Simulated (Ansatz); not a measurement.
# The (221) surface of fcc Pb in its 1x1 cell, outermost plane spacing 0.84 Å in the ideal cut

Method: r2SCAN, at the PBE geometry (plane waves to 500 eV, PAW; Ansatz, a quantum-chemistry and plane-wave program).

Set-up: 13 atoms, 10.1 Å thick at the start (thin: gaps and levels are the slab's own); mesh 11x4x1; 0.1 eV smearing; dipole correction on; single point; on the structure that PBE left under its start's symmetry; no spin, no spin-orbit, no U.

The surface energy (mean of both faces) comes out as 0.32 J/m². The work function of the top face is 3.83 eV and the cost comes out as roughly 6 core-minutes.
